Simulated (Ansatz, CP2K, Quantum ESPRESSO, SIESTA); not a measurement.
**Code comparison for Sb (R-3m, 2 atoms in the cell)**

Relaxation of cell and atoms.

```
Sb
1.0
    2.15987     1.24700     3.79962
   -2.15987     1.24700     3.79962
    0.00000    -2.49400     3.79962
Sb
2
Direct
  0.26826   0.26826   0.26826
  0.73174   0.73174   0.73174
```

Shared settings, as Ansatz (a program for electronic structure) writes them: kpoints.mp_grid.grid = 6 6 6; scf.occupations.method = fermi_dirac; scf.occupations.width = 0.1 eV. Potentials and cutoffs stand in the table.

```json
[
 {"code": "CP2K", "model": "PBE, GPW, DZVP-MOLOPT-SR-GTH basis, GTH-PBE potentials (GTH_POTENTIALS)", "final volume (Å³/atom)": "32.74", "cutoff": "grid 400 Ry"},
 {"code": "SIESTA", "model": "GGA PBE, numerical atomic orbitals TZP, PseudoDojo PBE standard norm-conserving potentials (rewritten from UPF to PSML)", "final volume (Å³/atom)": "32.14", "cutoff": "grid 300 Ry"},
 {"code": "Quantum ESPRESSO", "model": "PBE, PSlibrary PAW (PBE) pseudopotentials", "final volume (Å³/atom)": "31.94", "cutoff": "30 Ry"},
 {"code": "Ansatz", "model": "PBE, default PAW files", "final volume (Å³/atom)": "32.14", "cutoff": "420 eV"}
]
```

On Ansatz's run: spin-orbit coupling is off.

The spread over the programs that give each value: final volume within 0.80 Å³/atom.

CP2K and SIESTA use small atom-centred bases, whose incompleteness enters pressures, forces and empty levels differently from a plane-wave cutoff. The programs treat the finite-basis stress differently while the cell relaxes: Ansatz adds an estimate of it.

The starting cell comes from a database of computed structures (which also holds hypothetical and non-ambient phases and stackings), without a prior relaxation at this level. Its lattice was rescaled by a random factor within 2.5 % of one.

Keys are those of Ansatz 0.2.
